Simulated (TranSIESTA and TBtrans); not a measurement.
System: In chain bridged by a linear H2 unit along the axis. Leads: straight In chain, spacing 2.9 Å. Geometry: 4 atoms about the centre moved by SIESTA (PBE, DZP) to a largest force of 0.01 eV/Å, all others as built, motion along the axis alone. Transport runs along z; the first 4 and the last 4 of the 16 atoms are the lead cells, repeated to infinity.

```xyz
16
Lattice="9.000 0.000 0.000 0.000 9.000 0.000 0.000 0.000 42.450" Properties=species:S:1:pos:R:3 pbc="F F T"
In     4.500     4.500     0.000
In     4.500     4.500     2.900
In     4.500     4.500     5.800
In     4.500     4.500     8.700
In     4.500     4.500    11.600
In     4.500     4.500    14.500
In     4.500     4.500    17.284
H      4.500     4.500    19.352
H      4.500     4.500    20.197
In     4.500     4.500    22.266
In     4.500     4.500    25.050
In     4.500     4.500    27.950
In     4.500     4.500    30.850
In     4.500     4.500    33.750
In     4.500     4.500    36.650
In     4.500     4.500    39.550
```

Run with TranSIESTA and TBtrans (open boundaries, self-consistent; PseudoDojo norm-conserving potentials, scalar-relativistic): PAO.BasisSize DZP, PAO.EnergyShift 0.15 eV, XC.Authors PBE, Mesh.Cutoff 200 Ry, ElectronicTemperature 300 K, TS.Voltage 0.0 eV, TBT.Elecs.Eta 0.001 eV, no spin polarisation.

Energies count from the leads' Fermi level. Transmissions are for one spin of a degenerate pair. The energy step is 0.01 eV; narrower resonances are cut or missed.

| E (eV) | T |
|---|---|
| -0.20 | 0.848 |
| -0.15 | 0.907 |
| -0.10 | 1.13 |
| -0.05 | 1.31 |
| 0.00 | 1.31 |
| 0.05 | 1.23 |
| 0.10 | 1.14 |
| 0.15 | 1.07 |
| 0.20 | 1.03 |

Q: Give the zero-bias conductance in μS and the resistance at 300 K.

A: At the Fermi level T = 1.31. Averaged with −∂f/∂E over the full grid (kT = 25.9 meV) it is 1.27. With G0 = 2e²/h = 77.48 μS, G = 98.4 μS and R = 1/G = 10.2 kΩ.

Q: The eigenchannels at the Fermi level transmit 0.845, 0.232, 0.232. What Fano factor of the shot noise follows at low temperature and bias?

A: F = Σ τ(1 − τ)/Σ τ = 0.487/1.31 = 0.37.

The straight chain is held at its spacing; free chains may zigzag or dimerise. No spin-polarised start was tried, so a magnetic state, if there is one, is missed.
